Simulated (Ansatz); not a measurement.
# A self-consistent single point of CaAg2Ge2 (I4mm, 5 atoms in the cell) with Ansatz

Level of theory: LDA (PW92), default PAW files made with PBE (plane waves; Ansatz, an electronic-structure program).

Input as run:

Ansatz 0.2 input:
```yaml
# Ca(AgGe)2
crystal:
  lattice:
    - [-2.149588, 2.149588, 5.429143]
    - [2.149588, -2.149588, 5.429143]
    - [2.149588, 2.149588, -5.429143]
  atoms:
    - { symbol: Ca, position: [0.004605, 0.004605, 0.000000] }
    - { symbol: Ag, position: [0.250000, 0.750000, 0.500000] }
    - { symbol: Ag, position: [0.750000, 0.250000, 0.500000] }
    - { symbol: Ge, position: [0.390310, 0.390310, 0.000000] }
    - { symbol: Ge, position: [0.609690, 0.609690, 0.000000] }
basis:
  ecutwfc: 420.0
kpoints:
  mp_grid: { grid: [5, 5, 5] }
hamiltonian:
  xc: lda
  pseudopotentials: { kind: paw }
scf:
  occupations: { method: gaussian, width: 0.1 }
output:
  forces: true
  eigenvalues: true
  stress: true
```

Output, abridged:

```
WARN ansatz: RAYON_NUM_THREADS=1 ignored (pool sized by the plan → 1); use --threads N
basis.fft_grid_basis auto: the FFT boxes are laid along the combinations [[1, 0, 1], [0, 1, 1], [0, 0, 1]] of the cell's own vectors, 4.299, 4.299 and 6.222 Å …
Pseudopotentials: kind: paw
Pseudopotential: Ca, paw, valence charge 10
Pseudopotential: Ag, paw, valence charge 19
Pseudopotential: Ge, paw, valence charge 14
Crystal: 5 atoms, lattice volume = 100.346 Å³
Basis set: ecut = 420 eV, 1971 PW (Γ), FFT grids on a1+a3, a2+a3, a3
Bands: 46, of which v1, the nominal top of the filled ones, is band 38 counted from 1 (37 counted from 0)
Symmetry: 8 space group operations
Space group: I4mm (ITA 107), of the structure as read, at distance tolerance 4.6e-5 Å
k-points: 18 of 125 (time reversal used)
PAW frozen core: Ca, regenerated for the run's functional, and the local potential with it
PAW frozen core: Ag, regenerated for the run's functional, and the local potential with it
PAW frozen core: Ge, regenerated for the run's functional, and the local potential with it
Initial density: superposition of atomic densities (neutral atoms: chi_scale 0, normalization atom), corrected by the library's trained network
Initial wavefunctions: pseudopotential atomic-orbital guess
Eigensolver: davidson
Functional: x = slater, c = lda
SCF iter   1: F=—  HF=-25122.113111 eV  |F-HF|=—  |Δ(HF+E_count)|=         —  Δρ=7.62e-3  dr2=4.43e-2  ethr=1.77e-3  ⟨swp⟩=7.9  Hψ=3316  notcnv=0  defer=2
all-band conjugate gradients solve this SCF's bands
preconditioner: auto → Resta (q_TF=auto, 2.605 Å⁻¹)
SCF iter   2: F=—  HF=-25122.101318 eV  |F-HF|=—  |Δ(HF+E_count)|=   1.18e-2  Δρ=2.64e-3  dr2=2.61e-3  ethr=5.82e-5  ⟨swp⟩=2.7  Hψ=1611  notcnv=0  defer=19
SCF iter   3: F=—  HF=-25122.101017 eV  |F-HF|=—  |Δ(HF+E_count)|=   3.01e-4  Δρ=1.34e-3  dr2=6.44e-4  ethr=3.44e-6  ⟨swp⟩=2.0  Hψ=824  notcnv=0  defer=19
SCF iter   4: F=—  HF=-25122.101013 eV  |F-HF|=—  |Δ(HF+E_count)|=   4.07e-6  Δρ=2.19e-4  dr2=3.87e-5  ethr=8.47e-7  ⟨swp⟩=2.3  Hψ=1156  notcnv=0  defer=19
SCF iter   5: F=—  HF=-25122.101007 eV  |F-HF|=—  |Δ(HF+E_count)|=   6.40e-6  Δρ=5.83e-5  dr2=2.88e-6  ethr=5.09e-8  ⟨swp⟩=2.0  Hψ=1299  notcnv=0  defer=19
SCF iter   6: F=—  HF=-25122.101006 eV  |F-HF|=—  |Δ(HF+E_count)|=   1.01e-6  Δρ=2.11e-5  dr2=4.34e-7  ethr=3.80e-9  ⟨swp⟩=2.0  Hψ=1299  notcnv=0  defer=19
SCF iter   7: F=-25122.101006 eV  HF=-25122.101006 eV  |F-HF|=4.20e-9  |Δ(HF+E_count)|=   4.91e-8  Δρ=3.87e-6  dr2=1.48e-8  ethr=1.32e-10  ⟨swp⟩=8.6  Hψ=3421  notcnv=0
SCF 1 converged in 7 iterations: F = -25122.101006 eV  dr2 = 1.48e-8
SCF converged after 7 iterations
Free energy (F): -25122.101006 eV
Harris-Foulkes:  -25122.101006 eV  (|F-HF|=4.20e-9)
Internal energy: -25122.083935 eV  (E = F + TS)
E sigma→0 (E₀):  -25122.092470 eV
Entropy (-TS):   -0.017071 eV (-3.414 meV/atom)
Fermi energy:    11.778092 eV
--- Per-component energies (eV) ---
  E_band       = -989.036670
  E_kinetic    = 1556.529016
  E_local      = -11187.502209  (includes V_loc(G=0)·N_el)
  E_nonlocal   = 1080.592108
  E_hartree    = 4928.211348
  E_xc         = -654.774247
  E_vxc        = -771.829419  (∫ρ·V_xc dr)
  E_paw        = -12237.571883  (= ΣΔE_a)
  E_vpaw       = -1523.253948  (= ΣTr[D̂ρ^β])
  E_aug_tail   = 0.000989  (compensation charges beyond the density's cutoff)
  E_ewald      = -8613.118491
  E_core_change = 5.549433  (= ΣΔE_core)
  E_smearing   = -0.017071  (= −TS)
  E_closure    = 0.000000  (closes the sum)
  Σ components = -25122.101006   (vs F -25122.101006, Δ=0.00e0)
--- Forces (eV/Å), atoms counted from 1 ---
  atom   1  Ca    -0.00000000     0.00000000    -0.09484288
  atom   2  Ag    -0.00000000    -0.00000000     0.03491377
  atom   3  Ag     0.00000000     0.00000000     0.03491377
  atom   4  Ge    -0.00000000    -0.00000000    -0.27140180
  atom   5  Ge     0.00000000    -0.00000000     0.29641302
  max |Σ_I F_I| component: 4.12e-6 eV/Å
--- Stress (GPa, compression-positive) ---
       -4.105606       0.000000      -0.000000
        0.000000      -4.105606      -0.000000
       -0.000000       0.000000      -3.822559
  P = ⅓ Tr σ = -4.0113 GPa (-40.113 kbar)
  The stress holds the Pulay correction. Without it, at fixed plane waves, as pw.x and ABINIT print it: P = -4.0330 GPa
--- Band table (eV; the first three rows and the last of 18) ---
  k-point 0: bands = ["-80.4022", "-80.3969", "-43.9551", "-43.9551", "-43.9538", "-43.9456", "-43.9114", "-43.9114", "-28.7911", "-12.6841", "-12.5767", "-12.5767", "-12.5003", "-12.4941", "-12.4861", "-12.4771", "-12.4616", "-12.4616", "-12.3965", [...]
  k-point 1: bands = ["-80.4013", "-80.3978", "-43.9567", "-43.9524", "-43.9470", "-43.9389", "-43.9279", "-43.9101", "-28.7901", "-12.6837", "-12.5771", "-12.5770", "-12.4994", "-12.4953", "-12.4848", "-12.4779", "-12.4623", "-12.4614", "-12.3953", [...]
  k-point 2: bands = ["-80.3998", "-80.3993", "-43.9599", "-43.9539", "-43.9501", "-43.9493", "-43.9132", "-43.9073", "-28.7884", "-12.6829", "-12.5794", "-12.5777", "-12.4978", "-12.4947", "-12.4827", "-12.4797", "-12.4634", "-12.4611", "-12.3938", [...]
  k-point 17: bands = ["-80.4017", "-80.3974", "-43.9531", "-43.9511", "-43.9510", "-43.9464", "-43.9157", "-43.9155", "-28.7906", "-12.6841", "-12.5774", "-12.5770", "-12.5013", "-12.4938", "-12.4840", "-12.4786", "-12.4614", "-12.4611", [...]
```

The run converged in 7 iterations.

The starting cell comes from a database of computed structures (which also holds hypothetical and non-ambient phases and stackings), without a prior relaxation at this level. Its lattice was rescaled by up to half a per cent. One atom was moved a little off its site on purpose. With a pressure of about -4 GPa the cell is away from its equilibrium volume at this level. Ansatz's pressure includes its estimate of the finite-basis (Pulay) stress.
